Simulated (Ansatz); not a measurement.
Cost and result by functional for the adsorption energy of NH3 on the 1x1 (110) surface of bcc Mo, one in a 2x2 cell, started at the site 'bridge Mo-Mo (span 2.7 Å)', in Ansatz (plane waves, PAW). Single points on the PBE structure, on one kind of machine; costs are rough ratios of the slab run's core time (references not counted) to the cheapest single point. r2SCAN's cost holds its higher cutoff (500 against 420 eV). Differences are taken against r2SCAN for comparison alone: no measured value is at hand, so the table doesn't rank accuracy.

Slab: 20 atoms, 6.5 Å thick at the start under the adsorbate (thin: gaps and levels are the slab's own); k 6x6x1, smearing 0.1 eV, dipole-corrected; 8 atoms held, the rest relaxed; no symmetry held; no spin, no spin-orbit, no U, no dispersion correction. At the end it is bonded to Mo. In PBE it is, or lies within 0.03 eV of, the lowest of the starts that converged. These notes are the PBE run's. Adsorption energies are against NH3(g). A negative adsorption energy means that the adsorbate is more stable on the surface than in its reference.

```
functional                     relative cost  adsorption energy (eV)  less r2SCAN (eV)
-----------------------------  -------------  ----------------------  ----------------
RPBE                                       1                   -0.52              0.36
r2SCAN                                     2                   -0.88              0.00
PBE (the relaxed run's value)              –                   -0.78              0.10
```

The values span 0.36 eV, while the single points' costs differ by a factor of roughly 2. Differences are of unrounded values.

Ansatz is a first-principles code.
